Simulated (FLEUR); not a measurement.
**FLEUR run on In2Au3 (P-3m1, 5 atoms in the cell): self-consistent single point**

Method of the run: PBEsol, all-electron FLAPW (FLEUR), scalar-relativistic valence in FLEUR.

Input as run:

Input of the input generator:

```
In2Au3
&input film=f /
8.6436222753 0.0000000317 0.0000000000
-4.3218111651 7.4855964553 0.0000000000
0.0000000000 0.0000000000 10.7501568148
1.0
1.0 1.0 1.0

5
49 0.6666666667 0.3333333333 0.3216700000
49 0.3333333333 0.6666666667 0.6783300000
79 0.6666666667 0.3333333333 0.8065400000
79 0.3333333333 0.6666666667 0.1934600000
79 -0.0000000000 0.0000000000 0.0000000000

&comp jspins=1 /
&exco xctyp='PBEs' /
&kpt div1=7 div2=7 div3=5 /
&end /
```

```xml
<?xml version="1.0" encoding="UTF-8" standalone="no"?>
<fleurInput fleurInputVersion="0.39">
   <comment>
      In2Au3                                                                                              
   </comment>
   <calculationSetup>
      <cutoffs Kmax="4.2" Gmax="16.8" GmaxXC="16.8" numbands="0"/>
      <scfLoop itmax="60" minDistance="0.00001" maxIterBroyd="25" imix="Anderson" alpha="0.05" precondParam="0.0" spinf="2.0"/>
      <coreElectrons ctail="T" frcor="F" kcrel="0" coretail_lmax="0"/>
      <xcFunctional name="PBEs" relativisticCorrections="F"/>
      <magnetism jspins="1"/>
      <soc l_soc="F" theta="0.0" phi="0.0" spav="F"/>
      <expertModes spex="0" secvar="F"/>
      <geometryOptimization l_f="T" forcealpha="1.0" forcemix="BFGS" epsdisp="0.00001" epsforce="0.00001"/>
      <ldaU l_linMix="F" mixParam="0.05" spinf="1.0"/>
   </calculationSetup>
   <cell>
      <bzIntegration valenceElectrons="77.0" mode="gauss" fermiSmearingEnergy="0.00499791">
         <kPointListSelection listName="default-1"/>
         <!-- k-points included here -->
         <xi:include xmlns:xi="http://www.w3.org/2001/XInclude" href="kpts.xml"> </xi:include>
      </bzIntegration>
      <!-- symmetry operations included here -->
      <xi:include xmlns:xi="http://www.w3.org/2001/XInclude" href="sym.xml"> </xi:include>
      <bulkLattice scale="1.0">
         <bravaisMatrix>
            <row-1>    8.6436222753000003     0.0000000317000000     0.0000000000000000</row-1>
            <row-2>   -4.3218111650999997     7.4855964552999996     0.0000000000000000</row-2>
            <row-3>    0.0000000000000000     0.0000000000000000    10.7501568148000004</row-3>
         </bravaisMatrix>
      </bulkLattice>
   </cell>
   <atomSpecies>
      <species name="Indium (In)" element="In" atomicNumber="49">
         <mtSphere radius="2.41" gridPoints="833" logIncrement="0.015"/>
         <atomicCutoffs lmax="10" lnonsphr="8"/>
         <electronConfig flipSpins="F">
            <coreConfig>(1s1/2) (2s1/2) (2p1/2) (2p3/2) (3s1/2) (3p1/2) (3p3/2) (4s1/2) (3d3/2) (3d5/2) (4p1/2) (4p3/2)</coreConfig>
            <valenceConfig>(5s1/2) (4d3/2) (4d5/2) (5p1/2) (5p3/2)</valenceConfig>
            <stateOccupation state="(5p1/2)" spinUp="0.1666666666667" spinDown="0.1666666666667"/>
            <stateOccupation state="(5p3/2)" spinUp="0.3333333333333" spinDown="0.3333333333333"/>
         </electronConfig>
         <energyParameters s="5" p="5" d="5" f="4"/>
         <lo type="SCLO" l="2" n="4" eDeriv="0"/>
      </species>
      <species name="Gold (Au)" element="Au" atomicNumber="79">
         <mtSphere radius="2.41" gridPoints="833" logIncrement="0.016"/>
         <atomicCutoffs lmax="10" lnonsphr="8"/>
         <electronConfig flipSpins="F">
            <coreConfig>(1s1/2) (2s1/2) (2p1/2) (2p3/2) (3s1/2) (3p1/2) (3p3/2) (4s1/2) (3d3/2) (3d5/2) (4p1/2) (4p3/2) (5s1/2) (4d3/2) (4d5/2) (4f5/2) (4f7/2)</coreConfig>
            <valenceConfig>(5p1/2) (5p3/2) (6s1/2) (5d3/2) (5d5/2)</valenceConfig>
            <stateOccupation state="(6s1/2)" spinUp="0.5" spinDown="0.5"/>
         </electronConfig>
         <energyParameters s="6" p="6" d="5" f="5"/>
         <lo type="SCLO" l="1" n="5" eDeriv="0"/>
      </species>
   </atomSpecies>
   <atomGroups>
      <atomGroup species="Indium (In)">
         <relPos label="                   1">-1.000/3.000 1.000/3.000 .3216700000</relPos>
         <relPos label="                   2">1.000/3.000 -1.000/3.000 -.3216700000</relPos>
         <force calculate="T" relaxXYZ="TTT"/>
      </atomGroup>
      <atomGroup species="Gold (Au)">
         <relPos label="                   3">-1.000/3.000 1.000/3.000 -.1934600000</relPos>
         <relPos label="                   4">1.000/3.000 -1.000/3.000 .1934600000</relPos>
         <force calculate="T" relaxXYZ="TTT"/>
      </atomGroup>
      <atomGroup species="Gold (Au)">
         <relPos label="                   5">.0000000000 .0000000000 .0000000000</relPos>
         <force calculate="T" relaxXYZ="TTT"/>
      </atomGroup>
   </atomGroups>
   <output dos="F" band="F" slice="F">
      <checks vchk="F" cdinf="F"/>
      <bandDOS minEnergy="-.5*Htr" maxEnergy="0.5*Htr" sigma="0.015" storeEVData="T"/>
      <vacuumDOS vacdos="F" integ="F" star="F" nstars="0" locx1="0.0" locy1="0.0" locx2="0.0" locy2="0.0" nstm="0" tworkf="0.0"/>
      <unfoldingBand unfoldBand="F" supercellX="1" supercellY="1" supercellZ="1"/>
      <plotting iplot="0" polar="F">
         <plot TwoD="T" vec1="  1.0  0.0  0.0" vec2="  0.0  1.0  0.0" vec3="  0.0  0.0  1.0" zero="  0.0  0.0  0.0" file="plot"/>
      </plotting>
      <chargeDensitySlicing numkpt="0" minEigenval="0.0" maxEigenval="0.0" nnne="0" pallst="F"/>
      <specialOutput eonly="F"/>
      <magneticCircularDichroism mcd="F" energyLo="-10.0" energyUp="0.0"/>
   </output>
  <!-- We include the file relax.xml here to enable relaxations (see documentation) -->
  <xi:include xmlns:xi="http://www.w3.org/2001/XInclude" href="relax.xml"> <xi:fallback/> </xi:include>
</fleurInput>
```

Output (repeated stretches shortened):

```
      Welcome to FLEUR        (www.flapw.de)
      MaX-Release 8.1          (www.max-centre.eu)

 ========== k-point set info ==========
 Selected k-point list: default-1
 k-point list type: mesh
 7 x 7 x 5
 Number of k points: 32

 ------------Calculation Setup---------------------------
           1           2           4           8          16          32
 Number of basis functions:          903
 Iteration:     1   Distance:      14.62943697 me/bohr^3
 Iteration:     2   Distance:      12.71795194 me/bohr^3
 Iteration:     3   Distance:       5.48798809 me/bohr^3
 Iteration:     4   Distance:       3.28579538 me/bohr^3
 Iteration:     5   Distance:       1.91205510 me/bohr^3
 Iteration:     6   Distance:       0.82708353 me/bohr^3
   [... 7 lines left out ...]
 Iteration:    14   Distance:       0.00106034 me/bohr^3
 Iteration:    15   Distance:       0.00015611 me/bohr^3
 Iteration:    16   Distance:       0.00018776 me/bohr^3
 Iteration:    17   Distance:       0.00003317 me/bohr^3
 Iteration:    18   Distance:       0.00000685 me/bohr^3
 Reset of history
 Run finished successfully
 Stop message:
   Structural relaxation: new displacements generated

[file out, last iteration]
             iter=     19
          p o t e n t i a l   g e n e r a t o r
[...]
          integral of pseudo charge density inside the slab=        0.000000   0.000000
     coulomb potential in the interstitial region:
          density-coulomb potential integrals
          total density-coulomb potenti  -118355.4474398782
          density-effective potential integrals for spin  1
          total density-effective poten   -1.2019279975E+05
          charge density-energy density integrals
          total charge density-energy d   -1.3954094211E+03
 Updated energy parameters for spin:           1
  Atom    1 5s branch from -3.86 to  1.35 htr. ; e_l =  0.1221
  Atom    1 5p branch from -2.33 to  2.06 htr. ; e_l =  0.2949
  Atom    1 5d branch from -0.07 to  3.34 htr. ; e_l =  0.4801
  Atom    1 4f branch from -9.99 to  2.21 htr. ; e_l =  0.6185
  Atom    1 4d branch from-15.36 to -0.07 htr. ; e_l(l -0.1629
  Atom    2 6s branch from -3.53 to  1.61 htr. ; e_l =  0.1518
  Atom    2 6p branch from -1.72 to  2.61 htr. ; e_l =  0.3239
  Atom    2 5d branch from-11.51 to  0.45 htr. ; e_l =  0.2042
  Atom    2 5f branch from -2.55 to  2.61 htr. ; e_l =  0.6181
  Atom    2 5p branch from-19.58 to -1.72 htr. ; e_l(l -1.7917
  Atom    3 6s branch from -3.51 to  1.63 htr. ; e_l =  0.1807
  Atom    3 6p branch from -1.69 to  2.63 htr. ; e_l =  0.3544
  Atom    3 5d branch from-11.48 to  0.47 htr. ; e_l =  0.2283
  Atom    3 5f branch from -2.52 to  2.63 htr. ; e_l =  0.6491
  Atom    3 5p branch from-19.55 to -1.69 htr. ; e_l(l -1.7688
[...]
 fermi energy and band-weighting factors:
at   0.57143  -0.42857   0.40000   k-weight:    0.048980
   59 eigenvalues :
   -1.746054   -1.745932   -1.745390   -1.745181   -1.745166   -1.745058   -1.723490   -1.723400
   -1.720348   -0.167609   -0.167290   -0.165424   -0.165076   -0.164543   -0.164099   -0.163687
   -0.163318   -0.162320   -0.158682    0.098020    0.116817    0.127119    0.149726    0.158222
   [... 5 lines left out ...]
   [... lines left out ...]
          first approx. to ef    (T=0)  :   0.372813 htr   (energy of the highest occ. eigenvalue)
          total moment                 =     0.00000
 Direct bandgap for spin            1 :    1.0292475293188996E-002  Htr
   [... lines left out ...]
          zc=   335.000000     qfix=    1.000000
     t o t a l  e n e r g y
          sum of eigenvalues =            -42193.5911481393
          density-coulomb potential int  -118355.4474398782
          density-effective potential i  -120192.7997518521
          charge density-ex.-corr.energ    -1395.4094211374
          el.-nucl. inter. diff. m.t.      14243.6156990771
          Madelung term for atom type:       -55.4914259359
          el.-nucl. inter. diff. m.t.      47926.4504142586
          Madelung term for atom type:       -83.8568455435
          el.-nucl. inter. diff. m.t.      23961.9396716715
          Madelung term for atom type:       -44.0419505742
 ---->    total energy=                   -68889.3205444244 htr
 ---->    (input%tkb*entropy) TS=              0.0000000000 htr
 ---->    free energy=                    -68889.3205444244 htr
      extrapolation for T->0
 ---->    total electron energy=          -68889.3205444244 htr
 ***** TOTAL FORCES ON ATOMS *****
 TOTAL FORCE FOR ATOM TYPE=  1  X= -4.322   Y=  2.495   Z=  3.458
                       FX_TOT= 0.000000 FY_TOT= 0.000000 FZ_TOT= 0.000621
 TOTAL FORCE FOR ATOM TYPE=  2  X= -4.322   Y=  2.495   Z= -2.080
                       FX_TOT= 0.000000 FY_TOT= 0.000000 FZ_TOT= 0.002090
 TOTAL FORCE FOR ATOM TYPE=  3  X=  0.000   Y=  0.000   Z=  0.000
                       FX_TOT= 0.000000 FY_TOT= 0.000000 FZ_TOT= 0.000000
```

The run converged in 18 iterations. FLEUR gives forces in its relaxation mode, with a further iteration, so its stop message speaks of a relaxation.

The starting cell comes from a database of computed structures (which also holds hypothetical and non-ambient phases and stackings), without a prior relaxation at this level. Its lattice was rescaled by a random factor within 2.5 % of one. Spin-orbit coupling is off. Values depend on the basis (sphere radii, cutoffs, local orbitals), which need not be converged. The log's line on a gap gives a spacing of levels on this mesh, which the program prints for metals too.

These are the values that this program gave, and no reference: the default basis lacks the next d shell.

Cost on one core of a shared machine: roughly 5 min.
